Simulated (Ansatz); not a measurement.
AlZnInO4 (model structure, started from the InGaZnO4 type, R3m, No. 160, 7 atoms in the cell), treated with PBEsol+SOC (Ansatz, an electronic-structure program, plane waves, PAW).

Numerical settings: plane-wave cutoff 520 eV, 12×12×12 k mesh, Fermi–Dirac smearing 0.01 eV, PAW data made under PBE.

Cell (relaxed with PBEsol):

AlInZnO$_{4}$ is modelled in the trigonal space group R3m, hexagonal axes (No. 160), Pearson symbol hR7. Cell: a = 3.256 Å, b = 3.256 Å, c = 25.616 Å, α = 90.00°, β = 90.00°, γ = 120.00°. In on 3a has 6 O at 2.174–2.177 Å (octahedral). Al on 3a has 5 O at 1.880–1.886 Å (trigonal bipyramidal). Zn on 3a has 4 O at 1.962–1.979 Å and 1 O at 2.507 Å. O1 on 3a sees 1 Al at 1.886 Å and 3 Zn at 1.979 Å (tetrahedral). O2 on 3a sees 3 Al at 1.880 Å and 1 Zn at 2.507 Å (no clear gap to further neighbours). O3 on 3a is coordinated by 1 Al at 1.880 Å and 3 In at 2.177 Å (tetrahedral). O4 on 3a is surrounded by 1 Zn at 1.962 Å and 3 In at 2.174 Å (tetrahedral). (Neighbours: up to the widest gap in distance over summed covalent radii, below 1.35, at either atom; cation-cation and far metal-metal contacts left out.)
(The calculation used a cell of 7 atoms; values per cell refer to that cell.)

Question: Predict the band gap and smallest direct gap on the k points sampled.

Answer: 
- band gap: 1.78 eV
- smallest direct gap on the k points sampled: 1.79 eV

Note: the relaxation could raise the start's symmetry but not lower it, so the cell can be a saddle point.

Static lattice: no zero-point or thermal effects.

A model structure was made by putting elements into a prototype or built by hand; it is no filed structure, need not be a known phase, and can be a saddle point held by its symmetry.
